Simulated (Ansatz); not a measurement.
**BN under a change: pressure 0.7 GPa**

Consider BN in the zinc blende structure (space group F-43m, No. 216; a = 3.625 Å).

It is then changed as follows: cell and atoms relaxed at a pressure of 0.7 GPa.

The values are results of Ansatz (a program for electronic structure) PBE, scalar-relativistic without spin-orbit coupling, not measurements. Γ-centred 16×16×16 mesh, Fermi–Dirac width 0.05 eV.

The volume per atom hardly moves (5.95 Å³ against 5.94 Å³) and the density hardly moves (3.46 g/cm³ against 3.47 g/cm³). The lattice parameter a drops by 0.0023 Å to 3.622 Å and the shortest interatomic distance hardly moves (1.570 Å against 1.569 Å). The enthalpy H = E + PV relative to the base's energy amounts to +0.03 eV/atom and the band gap remains 4.46 eV. The gap character remains indirect, Γ → X and the electron mass remains 0.91 mₑ along k, 0.30 mₑ across (at X). The hole mass (degenerate bands, along [100]) is still 0.50, 0.53, 0.53 mₑ (at Γ).

Final structure:

```
BN
1.0
    0.00000     1.81122     1.81122
    1.81122     0.00000     1.81122
    1.81122     1.81122     0.00000
N B
1 1
Direct
  0.75000   0.75000   0.75000
  0.00000   0.00000   0.00000
```

Load acts through the strain it causes; cell and atoms are relaxed under it. Effective masses come from finite differences of ±0.01 Å⁻¹. Along k means along the line from Γ to the band edge. No phonon test of stability was made.
